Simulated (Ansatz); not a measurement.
For B (model structure, started from the fcc type, Fm-3m, No. 225, 1 atom in the cell), LDA (Ansatz, a first-principles code, plane waves, PAW) gives:

- lattice constant a = 2.835 Å
- bulk modulus B0 = 290 GPa
- cohesive energy = 5.80 eV/atom

Q: What does r²SCAN in Ansatz (plane waves, PAW) give for the same quantities?

A: 
- lattice constant a: 2.855 Å (goes up by 0.7 %)
- bulk modulus: 283 GPa (drops by 2.4 %)
- cohesive energy: 4.73 eV/atom (drops by 1.07 eV/atom)

Changes are worked out from the printed values.

Unless a cell is named, each level is at its own relaxed cell (LDA 5.70, r²SCAN 5.82 Å³/atom).

Caveats: the bulk modulus is −V dP/dV from two relaxed cells at ±2 % in volume (LDA, r²SCAN). Ansatz's density-functional and Hartree–Fock values are scalar-relativistic unless marked +SOC, with PAW data made under PBE.

A model structure was made by putting elements into a prototype or built by hand; it is no filed structure, need not be a known phase, and can be a saddle point held by its symmetry.
